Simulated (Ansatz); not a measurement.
## A computed series for hypothetical I4_132 Ge: pressure series

Base system: Ge (space group I4_132, No. 214; a = 6.9215 Å; a hypothetical phase, not in the database extracts checked).

Cell and atoms are relaxed at each pressure.

The values are results of PBE, PAW, 420 eV (Ansatz, an electronic-structure program; without spin-orbit coupling), not measurements.

```csv
pressure (GPa),volume per atom (Å³/atom)
-2,46.780
-1,43.607
0,41.449
0.3,40.906
0.7,?
1.5,39.075
3,37.333
5,35.520
10,32.365
```

Problem. Fit the third-order Birch–Murnaghan form P(V) = (3B₀/2)[(V₀/V)^(7/3) − (V₀/V)^(5/3)]·[1 + (3/4)(B₀′ − 4)((V₀/V)^(2/3) − 1)] (squares taken in P) to the rows shown and predict the withheld row.

Solution. Least squares on the printed values gives V₀ = 41.455 Å³/atom, B₀ = 22.2 GPa, B₀′ = 4.8; this predicts 40.255 Å³/atom, and the run gives 40.245 Å³/atom, 0.010 lower.

Load acts through the strain it causes; cell and atoms are relaxed under it. Whether these cells are dynamically stable was not tested. Competing high-pressure phases were not computed.
